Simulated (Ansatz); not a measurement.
The reference is TiO2 in the anatase structure (space group I4_1/amd, No. 141; a = 3.770 Å, c = 9.552 Å).

All numbers come from PBEsol (Ansatz, a program for electronic structure), no SOC.

Base values:

The gap between the host's bands is 2.11 eV.

Perturbation: electron doping at 2.0×10^21 cm⁻³ (0.136 per cell), with a uniform compensating background at fixed cell and a 300 K Fermi–Dirac width.

Problem. Predict the new gap between the host's bands.

Solution. The gap between the host's bands grows by 0.09 eV (2.11 eV → 2.20 eV).

Problem. Estimate the effect on the Fermi level from band edge.

Solution. The Fermi level relative to the doped band's edge (positive inside the band; to 0.05 eV) is +0.50 eV.

Carriers are added with a uniform compensating background; total energy and stress of such cells depend on the potential's zero and are not compared; many-body gap narrowing is missing at this level. No phonon test of stability was made. The base started in C2/c and relaxed to I4_1/amd at this level. The final runs are not spin-polarised.
